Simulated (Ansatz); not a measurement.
The starting structures come from a database of crystals and need not be the phases stable at ambient conditions.

The decay constant κ of evanescent states in the gap governs leakage through a thin film.

Here is the system:

```
AuNaO2
1.0
    3.02202     0.00000     0.00000
    1.51101     3.26261     0.00000
    1.51101    -0.38559     5.37918
Na Au O
1 1 2
Cartesian
  1.51101   1.43851   2.68959
  1.51101   0.00000   0.00000
  3.02202   0.12971   1.33517
  3.02202   2.74731   4.04401
```

Space group of this cell: C2/m. The cell is taken as given; by PBEsol its mean pressure is -0.9 GPa.

Transport runs along the normal of the first two printed cell vectors.

The gap is the functional's own. No spin-orbit coupling. Mid-gap values are interpolated on the energy grid.

Question: State the band gap and the smallest decay constant κ at mid-gap according to Ansatz (a program for electronic structure) with PBEsol.

Answer: Gap 1.27 eV on a 12×12×12 mesh; κ = 0.267 1/Å, at (0.333, 0.200) of the in-plane reciprocal vectors. At the zone centre, at the nearest computed energy, the slowest state has κ = 0.34 1/Å.
